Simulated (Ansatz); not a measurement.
The starting structures come from a database of crystals and need not be the phases stable at ambient conditions.

Inside the gap of an insulator the Bloch states are evanescent, with a wavenumber k + iκ along the transport direction.

Input:

```yaml
crystal:
  lattice:
    - [8.03240, -0.04431, 0.07018]
    - [-2.45782, 7.64726, 0.07018]
    - [2.45782, 3.35212, 6.87378]
  atoms:
    - { symbol: Pd, position: [0.04992, 0.10642, 0.67353] }
    - { symbol: Pd, position: [0.95008, 0.89358, 0.32647] }
    - { symbol: Pd, position: [0.32647, 0.04992, 0.89358] }
    - { symbol: Pd, position: [0.67353, 0.95008, 0.10642] }
    - { symbol: Pd, position: [0.10642, 0.32647, 0.95008] }
    - { symbol: Pd, position: [0.89358, 0.67353, 0.04992] }
    - { symbol: Cl, position: [0.94169, 0.78003, 0.72710] }
    - { symbol: Cl, position: [0.05831, 0.21997, 0.27290] }
    - { symbol: Cl, position: [0.27290, 0.94169, 0.21997] }
    - { symbol: Cl, position: [0.72710, 0.05831, 0.78003] }
    - { symbol: Cl, position: [0.78003, 0.27290, 0.05831] }
    - { symbol: Cl, position: [0.21997, 0.72710, 0.94169] }
    - { symbol: Cl, position: [0.57139, 0.62775, 0.15039] }
    - { symbol: Cl, position: [0.42861, 0.37225, 0.84961] }
    - { symbol: Cl, position: [0.84961, 0.57139, 0.37225] }
    - { symbol: Cl, position: [0.15039, 0.42861, 0.62775] }
    - { symbol: Cl, position: [0.62775, 0.84961, 0.42861] }
    - { symbol: Cl, position: [0.37225, 0.15039, 0.57139] }
```

Space group of this cell: R-3. The cell was relaxed by PBE-D3(BJ); by PBEsol its mean pressure is -1.7 GPa.

Transport runs along the normal of the first two printed cell vectors, the (101) plane of the conventional cell.

The gap is the functional's own, uncorrected, and κ follows it; spin-orbit coupling is left out. Mid-gap values are interpolated between the computed energies.

**Question.** Compute, with PBEsol (Ansatz, an electronic-structure program), the band gap and the smallest decay constant κ at mid-gap.

**Answer.** Gap 1.12 eV on a 6×6×6 mesh; κ = 0.282 1/Å, at (0.500, 0.500) of the in-plane reciprocal vectors. At the zone centre, at the nearest computed energy, the slowest state has κ = 0.29 1/Å.
